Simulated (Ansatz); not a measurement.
## wurtzite GaN: the defect Cu on the Ga site

Level of theory: PBE, PAW (plane waves to 420 eV; Ansatz, a program for electronic structure). A 3×2×2 supercell of 96 sites was used; the energies come from a 2×2×2 shifted sampling of its zone. Site at the start: the Ga site. Finite-size correction: monopole term and site-potential alignment. Dielectric constants: PBE linear response of the host. Host gap at this level: 1.71 eV. These values are not converged in cell size to better than tenths of an eV. The semilocal functional narrows the gap, so deep levels can fall outside it. Spin–orbit coupling is left out, and no Hubbard U is applied to the open shells. Each state is the lowest found from its start.

Formation energies E_f are given with the Fermi level at the valence-band maximum. Chemical conditions: Ga-rich (Δμ(Ga) = 0.00 eV, Δμ(Cu) = -0.23 eV, bounded by Ga2Cu (P4/mmm); only phases computed here count, gases as isolated molecules at 0 K). Reference phases: Cu: fcc Cu, Ga: alpha gallium.

```csv
charge,moment (μB),largest move off a lattice site (Å),image correction with alignment (eV),"E_f, Ga-rich (eV)",above the lowest spin state (eV)
+1†,3.0,0.02,0.13,–,0.00
+1†,3.0,0.02,0.13,–,0.00
0,2.0,0.07,0.00,4.35,0.00
0†,not spin-polarised,0.05,0.00,4.56,0.21
−1,1.0,0.09,0.17,5.15,0.00
−2†,0.0,0.14,0.69,–,0.00
−2†,not spin-polarised,0.14,0.69,–,0.00
```

† Not settled in this cell, so no level is given: charge +1: carriers not clearly localised; charge −2: level within 0.1 eV of a band edge or past it.

Starting moments that weren't kept: charge +1 began with 1 μB and ended with 3.0; charge −2 began with 2 μB and ended with 0.0.

Transition levels above the valence-band maximum: ε(0/−1) = 0.80 eV. With a charge missing or unsettled, these needn't be thermodynamic levels.

Flagged in the runs: a host whose relaxation on this sampling wasn't shown to rest.
